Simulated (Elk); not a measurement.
Worked example: self-consistent single point of BaIn4 (I4/mmm, 5 atoms in the cell) in Elk.

Computed with LDA (PW92), all-electron FP-LAPW, Elk's shipped species files, APW+lo basis with extra local orbitals (Elk 10.2.4).

```
BaIn4
1.0
   -2.57318     2.57318     6.17382
    2.57318    -2.57318     6.17382
    2.57318     2.57318    -6.17382
Ba In
1 4
Direct
  0.00000   0.00000   0.00000
  0.75000   0.25000   0.50000
  0.25000   0.75000   0.50000
  0.61779   0.61779   0.00000
  0.38221   0.38221   0.00000
```

Reference input (self-consistent single point, DFT, PBEsol, all-electron FP-LAPW, Elk's shipped species files, APW+lo basis with extra local orbitals): xctype = 22; rgkmax = 8; stype = 0; swidth = 0.00999582 Ha; ngridk = 5 5 5; tforce = true; gmaxvr = 18 1/bohr; lmaxapw = 10; lmaxo = 8; nxlo = 2; lorbcnd = true; lradstp = 2. This run's input differs from it in these lines:

```diff
@@ -4,3 +4,3 @@
 xctype
-  22
+  3
```

Output (repeated stretches shortened):

```
│ Self-consistent loop started │
│ Loop number : 1 │
 total energy                :     -31653.7477303
│ Loop number : 2 │
 total energy                :     -31653.8910338
RMS change in Kohn-Sham potential (target) :   0.2923225935E-01 (  0.1000000000E-05)
Absolute change in total energy (target)   :   0.1433035792     (  0.1000000000E-03)
│ Loop number : 3 │
 total energy                :     -31653.8913122
RMS change in Kohn-Sham potential (target) :   0.2876808040E-01 (  0.1000000000E-05)
Absolute change in total energy (target)   :   0.3610421796E-01 (  0.1000000000E-03)
│ Loop number : 4 │
   [... lines left out ...]
Absolute change in total energy (target)   :   0.1511233164E-02 (  0.1000000000E-03)
│ Loop number : 13 │
 total energy                :     -31645.5532982
RMS change in Kohn-Sham potential (target) :   0.1214164690E-06 (  0.1000000000E-05)
Absolute change in total energy (target)   :   0.3626647849E-03 (  0.1000000000E-03)
│ Loop number : 14 │
 total energy                :     -31645.5532987
RMS change in Kohn-Sham potential (target) :   0.2612853037E-07 (  0.1000000000E-05)
Absolute change in total energy (target)   :   0.9010508438E-04 (  0.1000000000E-03)
Convergence targets achieved

│ Loop number : 15 │

Energies :
 Fermi                       :     0.200639912066
 total energy                :     -31645.5533031

Density of states at Fermi energy :    42.45249015
 (states/Hartree/unit cell)

Estimated indirect band gap :   0.3997188197E-02
 from k-point      1 to k-point     11
Estimated direct band gap   :   0.2080234446E-01
 at k-point     14

Charges :
 core                        :    156.0000000
 valence                     :    96.00000000
 interstitial                :    9.193584844
 muffin-tins (core leakage)
  species :    1 (Ba)
   atom    1                 :    53.56331946     (  0.6586787492E-05)
  species :    2 (In)
   atom    1                 :    47.28808268     (  0.1525035720E-03)
   atom    2                 :    47.28808268     (  0.1525035720E-03)
   [... lines left out ...]
   total force               :     0.00000000    0.00000000    0.00189459
   total magnitude           :     0.00189459
  atom :    4
   Hellmann-Feynman          :     0.00000000    0.00000000   -0.00986408
   IBS                       :     0.00000000   -0.00000000    0.00796949
   total force               :     0.00000000    0.00000000   -0.00189459
   total magnitude           :     0.00189459
```

The run converged in 15 iterations. The count includes the last loop, which Elk runs after its targets are met. 

The starting cell comes from a database of computed structures (which also holds hypothetical and non-ambient phases and stackings), without a prior relaxation at this level. Its lattice was rescaled by a random factor within 2.5 % of one. Values depend on the basis (sphere radii, cutoffs, local orbitals), which need not be converged. The log's line on a gap gives a spacing of levels on this mesh, which the program prints for metals too.

Cost on one core of a shared machine: roughly 3 min.
